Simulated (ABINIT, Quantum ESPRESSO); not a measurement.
A Quantum ESPRESSO input for a self-consistent single point of a sheet of MgI2 (3 atoms in the cell) (DFT, PBE, plane waves, PseudoDojo standard norm-conserving (PBE) pseudopotentials):

```fortran
&CONTROL
    calculation = 'scf'
    prefix = 'pwscf'
    outdir = './tmp/'
    pseudo_dir = './'
    tprnfor = .true.
    tstress = .true.
/
&SYSTEM
    ibrav = 4
    celldm(1) = 7.7796342722
    celldm(3) = 4.210817685287
    nat = 3
    ntyp = 2
    ecutwfc = 85
    occupations = 'smearing'
    smearing = 'gaussian'
    degauss = 0.0099958
/
&ELECTRONS
    conv_thr = 1e-10
    mixing_beta = 0.5
/
ATOMIC_SPECIES
Mg    24.3050  Mg.upf
I    126.9045  I.upf
ATOMIC_POSITIONS {crystal}
Mg    0.0000000000    0.0000000000    0.5000000000
I     0.3333333333    0.6666666667    0.5961950000
I     0.6666666667    0.3333333333    0.4038050000
K_POINTS {automatic}
9 9 1  0 0 0
```

Task: Write the same calculation as an input for ABINIT.

Result: One input that does it (others would too):

```
# MgI2, PseudoDojo nc-sr-05 PBE standard
pp_dirpath "./"
pseudos "Mg.upf, I.upf"
acell 7.7796342722 7.7796342722 32.7586215786
rprim
         1.0000000000    0.0000000514    0.0000000000
        -0.5000000445    0.8660253781    0.0000000000
         0.0000000000    0.0000000000    1.0000000000
natom 3
ntypat 2
znucl 12 53
typat 1 2 2
xred
         0.0000000000    0.0000000000    0.5000000000
         0.3333333333    0.6666666667    0.5961950000
         0.6666666667    0.3333333333    0.4038050000
ecut 84 Ry
occopt 7
tsmear 0.00499791
nband 17
kptopt 1
ngkpt 9 9 1
nshiftk 1
shiftk 0 0 0
nstep 60
toldfe 1.0e-09
diemac 10
prtwf 0
prtden 0
```

Basis settings and potentials, where a program has them, do not carry over. This input uses DFT, PBE, plane waves, norm-conserving pseudopotentials (PseudoDojo nc-sr-05 PBE standard).

The starting cell was generated: these elements placed on a structure prototype, without a prior relaxation; it need not be a known phase or ordering of this composition. Its lattice was rescaled in the plane by a random factor within 2.5 % of one. For this run, on top of that: lattice scaled in the plane by 0.98.
